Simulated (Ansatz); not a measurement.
**Hf2N2O (C2/m, No. 12, 15 atoms in the cell; start mp-755314)**

All values below come from PBEsol (PAW; Ansatz, a program for electronic structure).

Run with plane-wave cutoff 520 eV, 10×10×4 k mesh (along the axes of the cell as run), Fermi–Dirac smearing 0.01 eV, scalar-relativistic PAW data made under PBE.

Cell (relaxed at this level):

```cif
data_Hf12N12O6
_chemical_formula_sum 'Hf12 N12 O6'
_space_group_name_H-M_alt 'C2/m'
_space_group_IT_number 12
_space_group_name_Hall '-C 2y'
_cell_length_a 13.55135
_cell_length_b 3.23955
_cell_length_c 8.12558
_cell_angle_alpha 90.000
_cell_angle_beta 100.349
_cell_angle_gamma 90.000
loop_
_space_group_symop_operation_xyz
  'x, y, z'
  '-x, -y, -z'
  '-x, y, -z'
  'x, -y, z'
  'x+1/2, y+1/2, z'
  '-x+1/2, -y+1/2, -z'
  '-x+1/2, y+1/2, -z'
  'x+1/2, -y+1/2, z'
loop_
_atom_site_label
_atom_site_type_symbol
_atom_site_symmetry_multiplicity
_atom_site_Wyckoff_symbol
_atom_site_fract_x
_atom_site_fract_y
_atom_site_fract_z
_atom_site_occupancy
Hf1 Hf 4 i 0.03097 0.00000 0.80822 1
Hf2 Hf 4 i 0.37014 0.00000 0.52595 1
Hf3 Hf 4 i 0.19472 0.50000 0.13143 1
N1 N 4 i 0.46437 0.00000 0.34395 1
N2 N 4 i 0.32808 0.50000 0.03632 1
N3 N 4 i 0.12672 0.00000 0.28492 1
O1 O 4 i 0.21084 0.00000 0.61732 1
O2 O 2 b 0.00000 0.50000 0.00000 1
```
(The calculation used a cell of 15 atoms; values per cell refer to that cell.)

| Property | Value |
|---|---|
| band gap | 1.91 eV |
| smallest direct gap on the k points sampled | 2.18 eV |
| direct gap at Γ | 2.29 eV |

Spin–orbit coupling is not included.

Static lattice: no zero-point or thermal effects.

A start named mp-… is a Materials Project structure, which need not be a measured phase.
